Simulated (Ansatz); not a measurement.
# CH3 on the 1x1 (111) surface of fcc Au (the real clean face reconstructs), one in a 2x2 cell, started at the site 'top Au'

Computed with PBE (plane waves to 420 eV, PAW; Ansatz, a quantum-chemistry and plane-wave program).

Set-up: 20 atoms, 7.2 Å thick at the start under the adsorbate (thin: gaps and levels are the slab's own); mesh 6x6x1; 0.1 eV smearing; dipole correction on; 8 atoms held, the rest relaxed; held to the start's symmetry, so lower structures may exist; spin-polarised, no spin-orbit, no U, no dispersion correction. The starting moment vanished. At the end it is bonded to Au. In PBE it is, or lies within 0.03 eV of, the lowest of the starts that converged.

```json
{
 "adsorption energy against CH4(g) − ½ H2(g)": "1.20 eV",
 "work_function_of_the_top_face": "4.52 eV",
 "change_of_the_work_function": "-0.60 eV",
 "change_of_the_step_from_the_bottom_to_the_top_vacuum_level_against_the_clean_slab": "-0.63 eV",
 "energy_released_by_relaxation": "0.100 eV",
 "height of the binding atom over the mean of the host atoms within 0.3 Å of the top one": "2.342 Å",
 "magnetic_moment_of_the_cell": "0.00 μB",
 "nearest_host_atoms_of_the_binding_atom": "Au at 2.12 Å, Au at 3.80 Å, Au at 3.80 Å",
 "largest_move_of_a_host_atom": "0.26 Å",
 "cost": "very roughly 11 core-minutes"
}
```

A negative adsorption energy means that the adsorbate is more stable on the surface than in its reference.
